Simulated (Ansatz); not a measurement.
What Zn → Re does to ZnSe

Take ZnSe in the zinc blende structure (space group F-43m, No. 216; a = 5.6661 Å) as the base.

Modification: every Zn is replaced by Re; the structure is relaxed again.

Computed with r2SCAN/PAW in Ansatz (an electronic-structure program), without spin-orbit coupling, earlier PAW set. k-mesh 15×15×15 (Γ-centred); smearing 0.05 eV (Fermi–Dirac), for the changed cell.

| quantity | base | changed | shift |
|---|---|---|---|
| volume per atom | 22.74 Å³ | 20.92 Å³ | -1.82 Å³ |
| lattice parameter a | 10.707 bohr | 10.414 bohr | -0.293 bohr |
| space group | F-43m (No. 216) | F-43m (No. 216) | – |
| band gap | 1.86 eV | zero | – |

Stability against distortions was not tested. As relaxed here, ReSe is a hypothetical phase, not in the database extracts checked. The final runs are not spin-polarised. An odd electron count without spin: ReSe. ReSe has a high density of states at the Fermi level and may be magnetic at this level.
